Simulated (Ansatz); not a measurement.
Cubic perovskite RbMnF₃, treated with PBE0 in Ansatz (plane waves, PAW).

Numerical settings: plane-wave cutoff 460 eV, 6×6×6 k mesh, Fermi–Dirac smearing 0.01 eV, spin-polarised start, scalar-relativistic PAW data made under PBE.

Cell (relaxed at this level):

Space group Pm-3m (No. 221); a = 4.262 Å, b = 4.262 Å, c = 4.262 Å, α = 90.00°, β = 90.00°, γ = 90.00°

| atom | site | symmetry | x | y | z |
|---|---|---|---|---|---|
| Rb | 1a | m-3m | 0.0000 | 0.0000 | 0.0000 |
| Mn | 1b | m-3m | 0.5000 | 0.5000 | 0.5000 |
| F | 3c | 4/mm.m | 0.0000 | 0.5000 | 0.5000 |

### Question
What does this level give for the smallest direct gap on the k points sampled, direct gap at Γ and bulk modulus?

### Answer

smallest direct gap on the k points sampled: 6.91 eV
direct gap at Γ: 7.27 eV
bulk modulus: 65.7 GPa

Note: the magnetic order was assumed, not searched for or taken from measurement; the relaxation could not lower the start's symmetry, so the cell can be a saddle point above a distorted one.

Spin–orbit coupling is not included.

It cost roughly 24 core-minutes of CPU time.

Ansatz is a first-principles code.
